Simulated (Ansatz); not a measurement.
Take ZrB₂ (space group P6/mmm, No. 191; relaxed with 0.1 eV smearing) as the base.

```yaml
crystal:
  lattice:
    - [3.17143, 0.00000, 0.00000]
    - [-1.58572, 2.74654, 0.00000]
    - [0.00000, 0.00000, 3.54182]
  atoms:
    - { symbol: Zr, position: [0.00000, 0.00000, 0.00000] }
    - { symbol: B, position: [0.33333, 0.66667, 0.50000] }
    - { symbol: B, position: [0.66667, 0.33333, 0.50000] }
```

Cartesian axes are those of the cell as printed.

Calculations: PBE in Ansatz (plane waves to 420 eV, PAW, without spin-orbit coupling).

Before the change:

The pressure comes out as 0.0 GPa.

Now apply this change: compressive biaxial strain of 2.10 % in the plane normal to [001], as in epitaxy on a mismatched substrate; the out-of-plane cell vector and the atoms relax.

**Question.** Predict the new ratio −ε⊥/ε∥ and pressure.

**Answer.** The ratio −ε⊥/ε∥ amounts to 0.57; the pressure (mean of the normal stresses, compression positive) goes from zero to 8.3 GPa.

No phonon test of stability was made. All final runs are without spin polarisation.

Ansatz is a quantum-chemistry and plane-wave program.
